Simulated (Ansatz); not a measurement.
Data:

End structure of W on a Pt site (surface) in a 3x3 cell of the 1x1 (111) surface of fcc Pt:

```xyz
36
Lattice="8.4216 0.0000 0.0000 -4.2108 7.2934 0.0000 0.0000 0.0000 26.0000" Properties=species:S:1:pos:R:3 pbc="T T T"
Pt     0.0000     1.6207     9.5649
Pt    -1.4036     4.0519     9.5649
Pt    -2.8072     6.4830     9.5649
Pt     2.8072     1.6207     9.5649
Pt     1.4036     4.0519     9.5649
Pt     0.0000     6.4830     9.5649
Pt     5.6144     1.6207     9.5649
Pt     4.2108     4.0519     9.5649
Pt     2.8072     6.4830     9.5649
Pt     1.4016     0.8115    11.8775
Pt     0.0000     3.2392    11.8775
Pt    -1.4055     5.6715    11.8765
Pt     4.2108     0.8126    11.8765
Pt     2.8117     3.2441    11.8683
Pt     1.4055     5.6715    11.8765
Pt     7.0200     0.8115    11.8775
Pt     5.6099     3.2441    11.8683
Pt     4.2108     5.6674    11.8683
Pt     0.0000     0.0040    14.1791
Pt    -1.4001     2.4291    14.1791
Pt    -2.8038     4.8642    14.1534
Pt     2.8148    -0.0044    14.1566
Pt     1.4001     2.4291    14.1791
Pt     0.0000     4.8710    14.1566
Pt     5.6068    -0.0044    14.1566
Pt     4.2108     2.4272    14.1534
Pt     2.8038     4.8642    14.1534
W      0.0000     1.6207    16.2423
Pt    -1.3638     3.9981    16.4757
Pt    -2.8339     6.5443    16.4757
Pt     2.7408     1.6132    16.4757
Pt     1.3638     3.9981    16.4757
Pt     0.0000     6.4830    16.4596
Pt     5.6809     1.6132    16.4757
Pt     4.2108     4.0519    16.4309
Pt     2.8339     6.5443    16.4757
```

Set-up: 36 atoms, 6.9 Å thick at the start (thin: gaps and levels are the slab's own); mesh 4x4x1; 0.1 eV smearing; dipole correction on; 9 atoms held, the rest relaxed; held to the start's symmetry, so lower structures may exist; no spin, no spin-orbit, no U.

Estimate the change of the step from the bottom to the top vacuum level, against the clean slab that PBE (Ansatz, a quantum-chemistry and plane-wave program) returns for this input.

-0.14 eV

What formation energy against fcc Pt, bcc W does PBE give?

-0.78 eV

What change of the work function does PBE give?

-0.12 eV

Predict the work function of the top face from PBE.

5.56 eV
